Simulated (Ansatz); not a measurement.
N on the 1x1 (10-10) surface of wurtzite AlN (cut with top plane Al + N), one in a 2x1 cell, started at the site 'hollow Al'

Host crystal: wurtzite AlN, with a band gap (PBE, scalar-relativistic without spin-orbit coupling).

Calculation: r2SCAN, at the PBE geometry and the start's symmetry (plane waves to 500 eV, PAW; Ansatz, a program for electronic structure).

Slab: 33 atoms, 8.9 Å thick at the start under the adsorbate (thin: gaps and levels are the slab's own); k 3x4x1, smearing 0.01 eV, dipole-corrected; single point; no symmetry held, on the structure that PBE left; spin-polarised, ending with about 1.0 μB a cell; orders that need a larger cell were not tried, no spin-orbit, no U, no dispersion correction. The program's check for a lower electronic state was not made. At the end it is bonded to Al + N. In PBE it is, or lies within 0.03 eV of, the lowest of the starts that converged; the order may differ at this level.

energy of the end state, in which the adsorbate paired with a surface N atom, against ½ N2(g) at the same level: 2.45 eV
change of the step from the bottom to the top vacuum level, against the clean slab: 1.09 eV
height of the binding atom over the mean of the host atoms within 0.3 Å of the top one: 1.061 Å
magnetic moment of the cell: 1.00 μB
note: in the relaxation the adsorbate left its starting site by 0.8 Å
cost: about 4 core-minutes (a rough figure)

A negative adsorption energy means that the adsorbate is more stable on the surface than in its reference.
